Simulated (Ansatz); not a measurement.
Take BP in the zinc blende structure (space group F-43m, No. 216; a = 4.537 Å) as the base.

Method: r2SCAN (Ansatz, a quantum-chemistry and plane-wave program; PAW; 500 eV plane waves; spin-orbit coupling left out).

Before the change:

* **Band gap**: 1.41 eV
* **Pressure**: -0.01 GPa
* **Width of the top valence band**: 5.74 eV

One thing is altered: an isotropic linear strain of +0.93 %; the atoms relax in the strained cell.

Task: What happens to the energy relative to the base, band gap, pressure and width of the top valence band?

Result: The energy rises by 4.7 meV/atom; the band gap rises by 0.04 eV to 1.45 eV; the pressure drops by 4.46 GPa to -4.47 GPa; the width of the top valence band falls by 0.16 eV to 5.58 eV.

Semilocal Kohn–Sham gaps tend to fall short of experiment. Stability against distortions was not tested.
